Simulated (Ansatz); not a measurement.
ZnSnO3 (R3c, No. 161, 10 atoms in the cell; start mp-13334), treated with PBEsol in Ansatz (PAW).

Run with plane-wave cutoff 520 eV, 8×8×8 k mesh, Fermi–Dirac smearing 0.01 eV, scalar-relativistic PAW data made under PBE.

Cell (relaxed at this level):

```
CELL_PARAMETERS angstrom
      2.63890     1.52357     4.67011
     -2.63890     1.52357     4.67011
      0.00000    -3.04714     4.67011
ATOMIC_POSITIONS crystal
  Zn 0.28471 0.28471 0.28471
  Zn 0.78471 0.78471 0.78471
  Sn 0.00222 0.00222 0.00222
  Sn 0.50222 0.50222 0.50222
  O  0.89475 0.21105 0.60585
  O  0.60585 0.89475 0.21105
  O  0.21105 0.60585 0.89475
  O  0.10585 0.71105 0.39475
  O  0.71105 0.39475 0.10585
  O  0.39475 0.10585 0.71105
```

### Question
Give the computed band gap.

### Answer

* **band gap**: 1.25 eV

Spin–orbit coupling is not included.

The computed numbers hold no vibrational or temperature effects.

Computing time: around 60 core-seconds (rough).

A start named mp-… is a Materials Project structure, which need not be a measured phase.

Ansatz is a program for electronic structure.
